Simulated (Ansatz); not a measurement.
System: B20 (FeSi-type) MnGe. Method: r²SCAN (Ansatz, an electronic-structure program, plane waves, PAW).

Run with plane-wave cutoff 560 eV, 12×12×12 k mesh, Fermi–Dirac smearing 0.05 eV, spin-polarised start, scalar-relativistic PAW data made under PBE.

Properties against volume:

| V (Å³/atom) | P (GPa) | moment (μB per cell of 8 atoms) |
|---|---|---|
| 13.279 | 3.89 | 9.44 |
| 13.555 | 1.82 | 9.76 |
| 13.832 | 0.01 | 10.07 |
| 14.108 | -1.47 | 10.39 |
| 14.385 | -2.60 | 10.74 |

Note: the magnetic order was assumed, not searched for or taken from measurement; the relaxation could not lower the start's symmetry, so the cell can be a saddle point above a distorted one.
